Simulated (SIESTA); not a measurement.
# Input and output of a self-consistent single point for CdHgSe2 (R3m, 4 atoms in the cell) (SIESTA)

Method: SIESTA with LDA PW92, numerical atomic orbitals DZP, PseudoDojo LDA standard norm-conserving potentials (rewritten from UPF to PSML).

The input file:

```
# files in the folder: Cd.psml Hg.psml Se.psml (PseudoDojo LDA standard)
SystemName  CdHgSe2
SystemLabel siesta

NumberOfAtoms                4
NumberOfSpecies              3
%block ChemicalSpeciesLabel
  1 48 Cd
  2 80 Hg
  3 34 Se
%endblock ChemicalSpeciesLabel
LatticeConstant              1.0 Ang
%block LatticeVectors
     2.203113000    1.271968000    7.187799000
    -2.203113000    1.271968000    7.187799000
     0.000000000   -2.543935000    7.187799000
%endblock LatticeVectors
AtomicCoordinatesFormat      Fractional
%block AtomicCoordinatesAndAtomicSpecies
     0.500330000    0.500330000    0.500330000  1
     0.999853000    0.999853000    0.999853000  2
     0.874203000    0.874203000    0.874203000  3
     0.375600000    0.375600000    0.375600000  3
%endblock AtomicCoordinatesAndAtomicSpecies

XC.functional                LDA
XC.authors                   PW92
PAO.BasisSize                DZP
PAO.EnergyShift              0.01 Ry
MeshCutoff                   350 Ry
%block kgrid.MonkhorstPack
    6   0   0  0.0
    0   6   0  0.0
    0   0   6  0.0
%endblock kgrid.MonkhorstPack
OccupationFunction           FD
ElectronicTemperature        0.1 eV

MaxSCFIterations             150
SCF.Mixer.Method             Pulay
SCF.Mixer.Weight             0.25
SCF.Mixer.History            8
SCF.DM.Tolerance             1.0E-04
Diag.ParallelOverK           true
WriteForces                  true
Charge.Mulliken              end
```

Output, abridged:

```
reinit: Reading from file input.fdf

reinit: System Name: CdHgSe2
reinit: System Label: siesta

coor:   Atomic-coordinates input format  =     Fractional

siesta: Atomic coordinates (Bohr) and species
siesta:      0.00000   0.00000  20.38790  1        1
siesta:      0.00000   0.00000  40.74292  2        2
siesta:      0.00000   0.00000  35.62282  3        3
siesta:      0.00000   0.00000  15.30529  3        4

siesta: System type = bulk

initatomlists: Number of atoms, orbitals, and projectors:      4    74    79

siesta: ******************** Simulation parameters ****************************
redata: Spin configuration                          = none
redata: Time-Reversal Symmetry                      = T
redata: Number of Atomic Species                    =        3
redata: Mesh Cutoff                                 =   350.0000 Ry
redata: Net charge of the system                    =     0.0000 |e|
redata: Min. number of SCF Iter                     =        0
redata: Max. number of SCF Iter                     =      150
redata: SCF convergence failure will abort job
redata: SCF mix quantity                            = Hamiltonian
redata: Mix DM or H after convergence               =   F
redata: Recompute H after scf cycle                 =   F
redata: Mix DM in first SCF step                    =   T
redata: No kicks to SCF
redata: DM Mixing Weight for Kicks                  =     0.5000
redata: Require Harris convergence for SCF          =   F
redata: Harris energy tolerance for SCF             =     0.000100 eV
redata: Require DM convergence for SCF              =   T
redata: DM tolerance for SCF                        =     0.000100
redata: Require EDM convergence for SCF             =   F
redata: EDM tolerance for SCF                       =     0.001000 eV
redata: Require H convergence for SCF               =   T
redata: Hamiltonian tolerance for SCF               =     0.001000 eV
   [... lines left out ...]
diag: Parallel distribution                         =     1 x     1
diag: Used triangular part                          = Lower
diag: Absolute tolerance                            =  0.100E-15
diag: Orthogonalization factor                      =  0.100E-05
diag: Memory factor                                 =  1.0000

superc: Internal auxiliary supercell:     5 x     5 x     5  =     125
superc: Number of atoms, orbitals, and projectors:    500   9250   9875

                        Single-point calculation

superc: Internal auxiliary supercell:     5 x     5 x     5  =     125
superc: Number of atoms, orbitals, and projectors:    500   9250   9875

outcell: Unit cell vectors (Ang):
        2.203113    1.271968    7.187799
       -2.203113    1.271968    7.187799
        0.000000   -2.543935    7.187799

outcell: Cell vector modules (Ang)   :    7.624701    7.624701    7.624701
outcell: Cell angles (23,13,12) (deg):     33.5895     33.5895     33.5895
outcell: Cell volume (Ang**3)        :    120.8537
new_DM -- step:     1
Initializing Density Matrix...

Attempting to read DM from file... Failed...
DM filled with atomic data:

InitMesh: MESH = 90 x 90 x 90 = 729000
InitMesh: Mesh cutoff (required, used) =   350.000   433.306 Ry

stepf: Fermi-Dirac step function
        iscf     Eharris(eV)        E_KS(eV)     FreeEng(eV)     dDmax    Ef(eV) dHmax(eV)
   scf:    1   -15759.014616   -15843.208850   -15843.306819  0.786240 -0.456447 50.664956
   scf:    2   -15908.091084   -15893.727598   -15893.733146  1.336239 -2.945905  9.330731
   scf:    3   -15896.482649   -15895.371315   -15895.375609  0.155222 -3.285728  3.478789
   scf:    4   -15895.722375   -15895.615710   -15895.620028  0.089125 -3.403067  0.797556
   scf:    5   -15895.628132   -15895.627284   -15895.631619  0.050891 -3.533284  0.275569
   scf:    6   -15895.630895   -15895.629545   -15895.633880  0.010156 -3.523290  0.069936
   scf:    7   -15895.629854   -15895.629747   -15895.634088  0.004153 -3.526868  0.026306
   scf:    8   -15895.629796   -15895.629777   -15895.634119  0.003534 -3.528166  0.003989
   scf:    9   -15895.629779   -15895.629779   -15895.634121  0.000777 -3.528141  0.005540
   scf:   10   -15895.629780   -15895.629780   -15895.634122  0.000216 -3.528669  0.000324
   scf:   11   -15895.629780   -15895.629780   -15895.634122  0.000028 -3.528620  0.000339
SCF Convergence by DM+H criterion
max |DM_out - DM_in|         :     0.0000284719
max |H_out - H_in|      (eV) :     0.0003391162
SCF cycle converged after 11 iterations

Using DM_out to compute the final energy and forces

siesta: E_KS(eV) =           -15895.6298

siesta: E_KS - E_eggbox =    -15895.6298

siesta: Atomic forces (eV/Ang):
     1    0.000000   -0.000001   -0.037869
     2    0.000000   -0.000001    0.082228
     3    0.000000    0.000000    0.174459
     4   -0.000000    0.000000   -0.238783
   Tot    0.000000   -0.000001   -0.019965
   Max    0.238783
   Res    0.089279    sqrt( Sum f_i^2 / 3N )
   Max    0.238783    constrained

Stress tensor Voigt[x,y,z,yz,xz,xy] (kbar):       68.95       68.95       74.51       -0.00       -0.00        0.00
(Free)E + p*V (eV/cell)   -15900.9750
Target enthalpy (eV/cell)   -15895.6341

siesta: Program's energy decomposition (eV):
siesta: Ebs     =     -2602.998598
siesta: Eions   =     19909.750251
siesta: Ena     =      1847.917612
siesta: Ekin    =      7255.407858
siesta: Enl     =     -2524.519238
siesta: Eso     =         0.000000
siesta: Edftu   =         0.000000
siesta: DEna    =       128.728220
siesta: DUscf   =         7.313260
siesta: DUext   =         0.000000
siesta: Ex      =     -2497.998812
siesta: Ec      =      -202.728430
siesta: Exc     =     -2700.727241
siesta: Eharris =    -15895.629780
siesta: Etot    =    -15895.629780
siesta: FreeEng =    -15895.634122

siesta: Atomic forces (eV/Ang):
siesta:      1    0.000000   -0.000001   -0.037869
siesta:      2    0.000000   -0.000001    0.082228
siesta:      3    0.000000    0.000000    0.174459
siesta:      4   -0.000000    0.000000   -0.238783
siesta: ----------------------------------------
siesta:    Tot    0.000000   -0.000001   -0.019965

siesta: Stress tensor (static) (eV/Ang**3):
siesta:     0.043037   -0.000000   -0.000000
siesta:     0.000000    0.043037   -0.000000
siesta:    -0.000000   -0.000000    0.046505

siesta: Cell volume =        120.853719 Ang**3

siesta: Pressure (static):
siesta:                Solid            Molecule  Units
   [... lines left out ...]
siesta:         -70.80487751        -84.12832136  kBar
   [... lines left out ...]
              0.366   1.877   1.899   1.868   1.899   1.877   0.083   0.063

              0.090   0.063   0.083

Species: Hg
Atom  Qatom  Qorb
               5s      6s      6s      5py     5pz     5px     6py     6pz
               6px     5dxy    5dyz    5dz2    5dxz    5dx2-y2 5dxy    5dyz
               5dz2    5dxz    5dx2-y2
   2 19.204   2.007   1.449  -0.545   1.999   2.000   1.999   0.176   0.172
              0.176   1.874   1.864   1.886   1.864   1.874   0.079   0.088

              0.073   0.088   0.079

Species: Se
Atom  Qatom  Qorb
               4s      4s      4py     4pz     4px     4py     4pz     4px
               3dxy    3dyz    3dz2    3dxz    3dx2-y2 4dxy    4dyz    4dz2
               4dxz    4dx2-y2
   3 16.320   1.715   0.074   1.329   1.585   1.329   0.078  -0.085   0.078
              2.001   2.001   2.001   2.001   2.001   0.037   0.046   0.043

              0.046   0.037
   4 16.627   1.803   0.037   1.630   1.575   1.630  -0.115  -0.068  -0.115
              2.001   2.001   2.001   2.001   2.001   0.050   0.046   0.057

              0.046   0.050

mulliken: Qtot =       72.000

Mulliken Atomic Populations:
Atom #   charge [q] valence [e]  Species
     1     0.150888   19.849112  Cd
     2     0.796442   19.203558  Hg
     3    -0.320074   16.320074  Se
     4    -0.627256   16.627256  Se
 Total    -0.000000
```

The run converged in 11 iterations.

The starting cell comes from a database of computed structures (which also holds hypothetical and non-ambient phases and stackings), without a prior relaxation at this level. Its lattice was rescaled by a random factor within 2.5 % of one. Values carry the incompleteness of an atom-centred basis. With a pressure of about -7 GPa the cell is away from its equilibrium volume at this level. The run gives no clean gap (levels at the Fermi energy touch, overlap or are partly filled at this smearing), which alone does not show that the compound is a metal.

Cost on one core of a shared machine: roughly 2 min.
